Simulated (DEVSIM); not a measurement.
Device: Mo/HfO2/p-Si capacitor, at 350 K.

```tsv
layer (left to right)	material	thickness (nm)	Na (cm⁻³)
1	HfO2	4.90	-
2	Si	700	6.7e17
```

Metal gate on the left, work function 4.6 eV. Fixed charge at the semiconductor interface 2.2e10 cm⁻² (in units of +e); no interface traps.

This is a model device: material constants are rounded textbook-type values typed into the input, and sizes, dopings and lifetimes were drawn at random. Values at 300 K; Nc and Nv go as T^1.5, mobilities as T to minus their exponent, the gap by Varshni's rule with the affinity fixed.

```csv
parameter,HfO2,Si
gap (eV),5.7,1.124
affinity (eV),2.5,4.05
permittivity,22,11.7
Nc (cm⁻³),-,2.86e19
Nv (cm⁻³),-,3.1e19
Varshni α (eV/K),-,0.000473
Varshni β (K),-,636
```

Model (solved in DEVSIM): 1D Poisson equation in equilibrium, Boltzmann statistics, complete ionisation; no quantum confinement or tunnelling. Metal contacts follow the ideal Schottky-Mott rule: no Fermi-level pinning, no interface dipoles.

Task: Tabulate band edges, carrier densities and field at 0.2 V on the gate.

Result: Energies count from the Fermi level of the right contact; mesh points crowd at the junctions.

```json
[
 {"x (μm)": "0.000", "Ec (eV)": "1.900", "Ev (eV)": "-3.800", "n (cm⁻³)": "< 1e2", "p (cm⁻³)": "< 1e2", "field (V/cm)": "170000"},
 {"x (μm)": "0.0008385", "Ec (eV)": "1.915", "Ev (eV)": "-3.785", "n (cm⁻³)": "< 1e2", "p (cm⁻³)": "< 1e2", "field (V/cm)": "170000"},
 {"x (μm)": "0.002061", "Ec (eV)": "1.936", "Ev (eV)": "-3.764", "n (cm⁻³)": "< 1e2", "p (cm⁻³)": "< 1e2", "field (V/cm)": "170000"},
 {"x (μm)": "0.003408", "Ec (eV)": "1.959", "Ev (eV)": "-3.741", "n (cm⁻³)": "< 1e2", "p (cm⁻³)": "< 1e2", "field (V/cm)": "170000"},
 {"x (μm)": "0.004739", "Ec (eV)": "1.982", "Ev (eV)": "-3.718", "n (cm⁻³)": "< 1e2", "p (cm⁻³)": "< 1e2", "field (V/cm)": "170000"},
 {"x (μm)": "0.005604", "Ec (eV)": "0.458", "Ev (eV)": "-0.653", "n (cm⁻³)": "9.1e12", "p (cm⁻³)": "1.6e10", "field (V/cm)": "320000"},
 {"x (μm)": "0.007168", "Ec (eV)": "0.507", "Ev (eV)": "-0.604", "n (cm⁻³)": "1.8e12", "p (cm⁻³)": "8.0e10", "field (V/cm)": "310000"},
 {"x (μm)": "0.01172", "Ec (eV)": "0.636", "Ev (eV)": "-0.475", "n (cm⁻³)": "2.5e10", "p (cm⁻³)": "5.6e12", "field (V/cm)": "260000"},
 {"x (μm)": "0.01841", "Ec (eV)": "0.785", "Ev (eV)": "-0.325", "n (cm⁻³)": "1.8e8", "p (cm⁻³)": "8.1e14", "field (V/cm)": "190000"},
 {"x (μm)": "0.03069", "Ec (eV)": "0.941", "Ev (eV)": "-0.169", "n (cm⁻³)": "1000000", "p (cm⁻³)": "1.4e17", "field (V/cm)": "69000"},
 {"x (μm)": "0.05495", "Ec (eV)": "0.987", "Ev (eV)": "-0.123", "n (cm⁻³)": "220000", "p (cm⁻³)": "6.6e17", "field (V/cm)": "1300"},
 {"x (μm)": "0.1190", "Ec (eV)": "0.988", "Ev (eV)": "-0.123", "n (cm⁻³)": "210000", "p (cm⁻³)": "6.7e17", "field (V/cm)": "≈ 0"},
 {"x (μm)": "0.2227", "Ec (eV)": "0.988", "Ev (eV)": "-0.123", "n (cm⁻³)": "210000", "p (cm⁻³)": "6.7e17", "field (V/cm)": "≈ 0"},
 {"x (μm)": "0.3993", "Ec (eV)": "0.988", "Ev (eV)": "-0.123", "n (cm⁻³)": "210000", "p (cm⁻³)": "6.7e17", "field (V/cm)": "≈ 0"},
 {"x (μm)": "0.5697", "Ec (eV)": "0.988", "Ev (eV)": "-0.123", "n (cm⁻³)": "210000", "p (cm⁻³)": "6.7e17", "field (V/cm)": "≈ 0"},
 {"x (μm)": "0.6343", "Ec (eV)": "0.988", "Ev (eV)": "-0.123", "n (cm⁻³)": "210000", "p (cm⁻³)": "6.7e17", "field (V/cm)": "≈ 0"},
 {"x (μm)": "0.6670", "Ec (eV)": "0.988", "Ev (eV)": "-0.123", "n (cm⁻³)": "210000", "p (cm⁻³)": "6.7e17", "field (V/cm)": "≈ 0"},
 {"x (μm)": "0.6848", "Ec (eV)": "0.988", "Ev (eV)": "-0.123", "n (cm⁻³)": "210000", "p (cm⁻³)": "6.7e17", "field (V/cm)": "≈ 0"},
 {"x (μm)": "0.6969", "Ec (eV)": "0.988", "Ev (eV)": "-0.123", "n (cm⁻³)": "210000", "p (cm⁻³)": "6.7e17", "field (V/cm)": "≈ 0"},
 {"x (μm)": "0.7011", "Ec (eV)": "0.988", "Ev (eV)": "-0.123", "n (cm⁻³)": "210000", "p (cm⁻³)": "6.7e17", "field (V/cm)": "≈ 0"},
 {"x (μm)": "0.7035", "Ec (eV)": "0.988", "Ev (eV)": "-0.123", "n (cm⁻³)": "210000", "p (cm⁻³)": "6.7e17", "field (V/cm)": "≈ 0"},
 {"x (μm)": "0.7049", "Ec (eV)": "0.988", "Ev (eV)": "-0.123", "n (cm⁻³)": "210000", "p (cm⁻³)": "6.7e17", "field (V/cm)": "≈ 0"}
]
```
